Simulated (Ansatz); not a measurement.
Re: response to strain

The parent structure is Re in the hcp (Mg type) structure (space group P6_3/mmc, No. 194; a = 2.7519 Å, c = 4.4401 Å; relaxed with 0.1 eV smearing). Axes: x lies along a and z along c of the hexagonal cell.

Strains are applied to the cell and any free atomic positions relax.

The values are results of DFT with PBEsol, PAW potentials and a 420 eV plane-wave cutoff in Ansatz (an electronic-structure program), scalar-relativistic without spin-orbit coupling, not measurements.

Candidates:
(a) uniaxial strain ε_xx = +3.00 %
(b) uniaxial strain ε_xx = −2.50 %
(c) uniaxial strain ε_xx = −1.00 %

Notes on the quantities. energy relative to the base: free energy F.

Problem. Order them by energy relative to the base, highest first.

Solution. (a) uniaxial strain ε_xx = +3.00 % (+24 meV/atom), (b) uniaxial strain ε_xx = −2.50 % (+20 meV/atom), (c) uniaxial strain ε_xx = −1.00 % (+3.0 meV/atom)

Stability against distortions was not tested. The final runs are not spin-polarised.
